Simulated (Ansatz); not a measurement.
Levels about the gap of amorphous Hf18O39B2 (59 atoms in a cell of 772 Å³, 8.29 g/cm³; zone centre alone, so wide bands show as single levels with stretches between that a denser mesh fills), at the geometry that PBE relaxed, where it gives 0.1 GPa on a denser mesh. The participation number counts the atoms over which a state spreads; weights are charges in smoothed Voronoi cells. The levels come from a single point, so bond lengths are those of that geometry. Method of the levels: PBE, scalar-relativistic without spin-orbit coupling (Ansatz, a program for electronic structure). Sampling: the zone centre alone; Fermi-Dirac width 0.02 eV; no spin polarisation. At PBE the levels at the filled edge of the gap are localised (band-tail or defect states).

A CHGNet melt-quench gave the starting glass, which DFT then relaxed. O atoms were pushed apart under 1.9 Å during the dynamics, to hinder bonds among them. The hot cell started wider than the set density and was brought back towards it in steps. It is the lowest in DFT energy of 2 quenches. It is a model cell: composition and starting density were chosen by hand, and all elements were melted together. No dispersion term was used. Its density started from a set value of 8.42 and ended at 8.29 g/cm³. Cooling (nominally 380 K/ps over its main leg) ran many orders faster than in experiment, which tends to leave more defects and strain. One small periodic cell is one sample of the glass; other quenches scatter about these values. Volume and shape were free in the relaxation.

| E - E(highest filled), eV | filling | participation number | largest on | weight O | weight Hf | weight B |
|---|---|---|---|---|---|---|
| -0.59 | filled | 5.9 | O, 2 neighbours | 0.95 | 0.05 | 0.00 |
| -0.52 | filled | 22.0 | O, 2 neighbours | 0.95 | 0.05 | 0.01 |
| -0.45 | filled | 8.7 | O, 3 neighbours | 0.94 | 0.05 | 0.00 |
| -0.41 | filled | 15.3 | O, 3 neighbours | 0.94 | 0.06 | 0.00 |
| -0.35 | filled | 12.3 | O, 3 neighbours | 0.95 | 0.05 | 0.01 |
| -0.19 | filled | 14.5 | O, 3 neighbours | 0.95 | 0.04 | 0.01 |
| 0.00 | filled | 5.1 | O, 2 neighbours | 0.93 | 0.07 | 0.00 |
| 3.71 | empty | 17.1 | Hf, 6 neighbours | 0.41 | 0.58 | 0.00 |
| 3.94 | empty | 16.2 | Hf, 7 neighbours | 0.39 | 0.60 | 0.01 |
| 4.08 | empty | 18.4 | Hf, 7 neighbours | 0.39 | 0.60 | 0.00 |
| 4.25 | empty | 18.2 | Hf, 5 neighbours | 0.41 | 0.59 | 0.01 |
| 4.32 | empty | 26.7 | Hf, 7 neighbours | 0.45 | 0.55 | 0.01 |
| 4.40 | empty | 15.6 | Hf, 6 neighbours | 0.37 | 0.62 | 0.00 |
| 4.46 | empty | 23.2 | Hf, 7 neighbours | 0.36 | 0.63 | 0.00 |

Most localised among these is the filled level at +0.00 eV, on a O atom, which has 2 neighbours (Hf 1.95 Å, Hf 1.97 Å).
